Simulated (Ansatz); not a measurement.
A self-consistent single point of MgSc2O4 (Fd-3m, 14 atoms in the cell) with Ansatz (a quantum-chemistry and plane-wave program).

Computed with revPBE, default PAW files made with PBE (plane waves; Ansatz).

```xyz
14
Lattice="0.0000 4.2905 4.2905 4.2905 0.0000 4.2905 4.2905 4.2905 0.0000" Properties=species:S:1:pos:R:3 pbc="T T T"
Sc     1.0726     1.0726     1.0726
Sc     1.0726     3.2178     3.2178
Sc     3.2178     1.0726     3.2178
Sc     3.2178     3.2178     1.0726
Mg     6.4357     6.4357     6.4357
Mg     4.2905     4.2905     4.2905
O      3.1114     3.1114     3.1114
O      3.1114     5.4695     5.4695
O      5.4695     3.1114     5.4695
O      5.4695     5.4695     3.1114
O      7.6147     7.6147     7.6147
O      7.6147     5.2567     5.2567
O      5.2567     7.6147     5.2567
O      5.2567     5.2567     7.6147
```

Reference input (self-consistent single point, DFT, LDA (PW92), plane waves, default PAW files made with PBE): basis.ecutwfc = 420 eV; kpoints.mp_grid.grid = 7 7 7; hamiltonian.xc = lda; hamiltonian.pseudopotentials = {kind: paw} (the program's default PAW files); scf.occupations.method = cold; scf.occupations.width = 0.05 eV. This run's input differs from it in these lines:

Ansatz 0.2 input:
```diff
@@ -26,3 +26,3 @@
 hamiltonian:
-  xc: lda
+  xc: revpbe
   pseudopotentials: { kind: paw }
```

The program printed (abridged):

```
SCF iter   1: F=—  HF=-16981.293072 eV  |F-HF|=—  |Δ(HF+E_count)|=         —  Δρ=3.60e-3  dr2=2.42e-2  ethr=1.77e-3  ⟨swp⟩=5.8  Hψ=5295  notcnv=0  defer=8
all-band conjugate gradients solve this SCF's bands
preconditioner: auto → Resta (q_TF=auto, 2.576 Å⁻¹)
SCF iter   2: F=—  HF=-16981.287825 eV  |F-HF|=—  |Δ(HF+E_count)|=   5.25e-3  S|Δr|=    0.00e0  Δρ=1.81e-3  dr2=5.54e-3  ethr=2.16e-5  ⟨swp⟩=2.0  Hψ=2430  notcnv=0  defer=41
   [... lines left out ...]
SCF iter   5: F=—  HF=-16981.287320 eV  |F-HF|=—  |Δ(HF+E_count)|=   6.51e-5  S|Δr|=    0.00e0  Δρ=6.21e-5  dr2=5.18e-6  ethr=4.39e-8  ⟨swp⟩=2.0  Hψ=1821  notcnv=0  defer=41
SCF iter   6: F=—  HF=-16981.287330 eV  |F-HF|=—  |Δ(HF+E_count)|=   1.03e-5  S|Δr|=    0.00e0  Δρ=1.77e-5  dr2=5.04e-7  ethr=4.62e-9  ⟨swp⟩=2.0  Hψ=2243  notcnv=0  defer=41
SCF iter   7: F=-16981.287332 eV  HF=-16981.287332 eV  |F-HF|=9.94e-8  |Δ(HF+E_count)|=   1.81e-6  S|Δr|=    0.00e0  Δρ=4.27e-6  dr2=3.38e-8  ethr=8.93e-11  ⟨swp⟩=11.1  Hψ=6237  notcnv=0
SCF 1 converged in 7 iterations: F = -16981.287332 eV  dr2 = 3.38e-8
Stability not checked (fill_not_monotonic)
Free energy (F): -16981.287332 eV
Internal energy: -16981.287332 eV  (E = F + TS)
E sigma→0 (E₀):  -16981.287332 eV
Fermi energy:    10.195709 eV
--- Forces (eV/Å), atoms counted from 1 ---
  atom   1  Sc     0.00000000     0.00000000     0.00000000
  atom   2  Sc     0.00000000     0.00000000     0.00000000
  atom   3  Sc     0.00000000     0.00000000    -0.00000000
  atom   4  Sc     0.00000000     0.00000000     0.00000000
  atom   5  Mg     0.00000000    -0.00000000     0.00000000
   [... lines left out ...]
  atom  14  O      1.08955528     1.08955528    -1.08955528
--- Stress (GPa, compression-positive) ---
       21.120249      -0.000000       0.000000
        0.000000      21.120249       0.000000
        0.000000       0.000000      21.120249
  P = ⅓ Tr σ = 21.1202 GPa (211.202 kbar)
  The stress holds the Pulay correction. Without it, at fixed plane waves, as pw.x and ABINIT print it: P = 20.5789 GPa
```

The run converged in 7 iterations. Against the reference run the pressure goes from 6.81 to 21.12 GPa, the largest force goes from 1.389 to 1.887 eV/Å and the gap on the mesh goes from 4.057 to 4.269 eV.

The starting cell was generated: these elements placed on a structure prototype, without a prior relaxation; it need not be a known phase or ordering of this composition. With a pressure of about 21 GPa the cell is away from its equilibrium volume at this level. Forces in this geometry exceed 1 eV/Å. Ansatz's pressure includes its estimate of the finite-basis (Pulay) stress. Without the estimate this run gives 20.58 GPa.
